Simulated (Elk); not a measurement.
A self-consistent single point of LaTl (Pm-3m, 2 atoms in the cell) with Elk

Method: PBEsol, all-electron FP-LAPW, Elk's shipped species files, APW+lo basis with extra local orbitals (Elk 10.2.4).

Input as run:

```
tasks
  0

xctype
  22

rgkmax
  8.0

gmaxvr
  14.0

nxlo
  2

lorbcnd
  .true.

lmaxi
  2

stype
  0

swidth
  0.00367493

scale
  7.506710263

avec
    1.0000000000    0.0000000000    0.0000000000
    0.0000000000    1.0000000000    0.0000000000
    0.0000000000    0.0000000000    1.0000000000

sppath
  'species/'

atoms
  2   : nspecies
  'La.in'   : spfname
  1   : natoms; atposl, bfcmt below
  0.0000000000  0.0000000000  0.0000000000    0.0 0.0 0.0
  'Tl.in'   : spfname
  1   : natoms; atposl, bfcmt below
  0.5000000000  0.5000000000  0.5000000000    0.0 0.0 0.0

ngridk
  8 8 8
```

Log, with long lists cut:

```
│ Elk code version 10.2.4 │

All units are atomic (Hartree, Bohr, etc.)

│ Ground-state run starting from atomic densities │

Lattice vectors :
   7.506710263       0.000000000       0.000000000
   0.000000000       7.506710263       0.000000000
   0.000000000       0.000000000       7.506710263

Unit cell volume      :    423.0083703
Brillouin zone volume :   0.5863955204

Muffin-tin inner radius fraction :   0.1000000000E-01

Nuclei treated as point charges

Species :    1 (La)
 parameters loaded from : La.in
 name : lanthanum
 nuclear charge    :   -57.00000000
 electronic charge :    57.00000000
 atomic mass :    253209.2364
 muffin-tin radius :    2.800000000
 number of radial points in muffin-tin :    697
 atomic positions (lattice), magnetic fields (Cartesian) :
   1 :   0.00000000  0.00000000  0.00000000    0.00000000  0.00000000  0.00000000

Species :    2 (Tl)
 parameters loaded from : Tl.in
 name : thallium
 nuclear charge    :   -81.00000000
 electronic charge :    81.00000000
 atomic mass :    372567.9640
 muffin-tin radius :    2.800000000
 number of radial points in muffin-tin :    697
 atomic positions (lattice), magnetic fields (Cartesian) :
   1 :   0.50000000  0.50000000  0.50000000    0.00000000  0.00000000  0.00000000

Total number of atoms per unit cell :    2

Spin treatment :
 spin-unpolarised

Number of Bravais lattice symmetries :   48
Number of crystal symmetries         :   48
Crystal has inversion symmetry
Real symmetric eigensolver will be used

k-point grid :      8     8     8
k-point offset :    0.000000000       0.000000000       0.000000000
k-point set is reduced with full crystal symmetry group
Total number of k-points :       35

Muffin-tin radius times maximum |G+k| :    8.000000000
 using average radius
Maximum |G+k| for APW functions       :    2.857142857
Maximum (1/2)|G+k|²                   :    4.081632653
Maximum |G| for potential and density :    14.00000000
 potential will be trimmed for |G| > 2 gkmax
Constant for pseudocharge density :   10
Radial integration step length :    4

G-vector grid sizes :     35    35    35
Number of G-vectors :    19549

Maximum angular momentum used for
 APW functions                      :    8
 outer part of muffin-tin           :    6
 inner part of muffin-tin           :    2

Total nuclear charge    :   -138.0000000
Total core charge       :    108.0000000
Total valence charge    :    30.00000000
Total excess charge     :    0.000000000
Total electronic charge :    138.0000000

Effective Wigner radius, rₛ :   0.9011430864

Number of empty states         :    8
Total number of valence states :   23
Total number of core states    :  108

Conduction state local-orbitals added automatically
Total number of local-orbitals :  160

Exchange-correlation functional :     22     0     0
 PBEsol, Phys. Rev. Lett. 100, 136406 (2008)
 gradient requirement :    1
 generalised gradient approximation (GGA)

Smearing type :    0
 Gaussian
Smearing width :   0.3674930000E-02
Effective electronic temperature (K) :    1160.451112

Mixing type :    3
 Broyden mixing, J. Phys. A: Math. Gen. 17, L317 (1984)

Kohn-Sham potential initialised from atomic data

│ Self-consistent loop started │
│ Loop number : 1 │
 total energy                :     -28779.7160122
│ Loop number : 2 │
 total energy                :     -28779.9627516
RMS change in Kohn-Sham potential (target) :   0.1885647217     (  0.1000000000E-05)
Absolute change in total energy (target)   :   0.2467394207     (  0.1000000000E-03)
│ Loop number : 3 │
 total energy                :     -28780.4383523
RMS change in Kohn-Sham potential (target) :   0.1703375531     (  0.1000000000E-05)
Absolute change in total energy (target)   :   0.5372856073     (  0.1000000000E-03)
│ Loop number : 4 │
 total energy                :     -28779.7861832
RMS change in Kohn-Sham potential (target) :   0.1359234745     (  0.1000000000E-05)
Absolute change in total energy (target)   :   0.5178476877     (  0.1000000000E-03)
│ Loop number : 5 │
 total energy                :     -28778.3647773
RMS change in Kohn-Sham potential (target) :   0.5629885878E-01 (  0.1000000000E-05)
Absolute change in total energy (target)   :    1.550867900     (  0.1000000000E-03)
│ Loop number : 6 │
 total energy                :     -28777.7753190
RMS change in Kohn-Sham potential (target) :   0.1582628872E-01 (  0.1000000000E-05)
Absolute change in total energy (target)   :   0.9771752432     (  0.1000000000E-03)
│ Loop number : 7 │
 total energy                :     -28777.6178392
RMS change in Kohn-Sham potential (target) :   0.2750677425E-03 (  0.1000000000E-05)
Absolute change in total energy (target)   :   0.4017736500     (  0.1000000000E-03)
│ Loop number : 8 │
 total energy                :     -28777.6264411
RMS change in Kohn-Sham potential (target) :   0.6715045885E-04 (  0.1000000000E-05)
Absolute change in total energy (target)   :   0.9184146345E-01 (  0.1000000000E-03)
│ Loop number : 9 │
 total energy                :     -28777.6263511
RMS change in Kohn-Sham potential (target) :   0.5157757561E-04 (  0.1000000000E-05)
Absolute change in total energy (target)   :   0.2305035173E-01 (  0.1000000000E-03)
│ Loop number : 10 │
 total energy                :     -28777.6220300
RMS change in Kohn-Sham potential (target) :   0.2572448927E-04 (  0.1000000000E-05)
Absolute change in total energy (target)   :   0.1008374394E-01 (  0.1000000000E-03)
│ Loop number : 11 │
 total energy                :     -28777.6188996
RMS change in Kohn-Sham potential (target) :   0.3816818660E-05 (  0.1000000000E-05)
Absolute change in total energy (target)   :   0.5651338233E-02 (  0.1000000000E-03)
│ Loop number : 12 │
 total energy                :     -28777.6186028
RMS change in Kohn-Sham potential (target) :   0.8983279837E-06 (  0.1000000000E-05)
Absolute change in total energy (target)   :   0.1709554657E-02 (  0.1000000000E-03)
│ Loop number : 13 │
 total energy                :     -28777.6185279
RMS change in Kohn-Sham potential (target) :   0.2863217989E-06 (  0.1000000000E-05)
Absolute change in total energy (target)   :   0.5023387566E-03 (  0.1000000000E-03)
│ Loop number : 14 │
 total energy                :     -28777.6185339
RMS change in Kohn-Sham potential (target) :   0.1397249004E-06 (  0.1000000000E-05)
Absolute change in total energy (target)   :   0.1195832774E-03 (  0.1000000000E-03)
│ Loop number : 15 │
 total energy                :     -28777.6185273
RMS change in Kohn-Sham potential (target) :   0.1675301548E-07 (  0.1000000000E-05)
Absolute change in total energy (target)   :   0.3651172301E-04 (  0.1000000000E-03)
Convergence targets achieved

│ Loop number : 16 │

Energies :
 Fermi                       :     0.277923255762
 sum of eigenvalues          :     -17760.6462649
 electron kinetic            :      32595.3391052
 core electron kinetic       :      32310.0424884
 Coulomb                     :     -60795.5687985
 Coulomb potential           :     -49595.8793337
 nuclear-nuclear             :     -1947.57657840
 electron-nuclear            :     -68100.1051065
 Hartree                     :      9252.11288644
 Madelung                    :     -35997.6291317
 xc potential                :     -760.106036469
 exchange                    :     -568.319378036
 correlation                 :     -9.06945377260
 total energy                :     -28777.6185251

Density of states at Fermi energy :    44.84057611
 (states/Hartree/unit cell)

Estimated indirect band gap :   0.1818055978E-02
 from k-point      5 to k-point      8
Estimated direct band gap   :   0.1681293861E-01
 at k-point     19

Charges :
 core                        :    108.0000000
 valence                     :    30.00000000
 interstitial                :    3.708913686
 muffin-tins (core leakage)
  species :    1 (La)
   atom    1                 :    54.53767861     (  0.2221958092E-03)
  species :    2 (Tl)
   atom    1                 :    79.75340770     (  0.3732298459E-04)
 total in muffin-tins        :    134.2910863
 total calculated charge     :    138.0015056
 total charge                :    138.0000000
 error                       :   0.1505600202E-02

│ Self-consistent loop stopped │
```

The run converged in 16 iterations. The count includes the last loop, which Elk runs after its targets are met.

The starting cell comes from a database of computed structures (which also holds hypothetical and non-ambient phases and stackings), without a prior relaxation at this level. Spin-orbit coupling is off. Values depend on the basis (sphere radii, cutoffs, local orbitals), which need not be converged. The log's line on a gap gives a spacing of levels on this mesh, which the program prints for metals too.
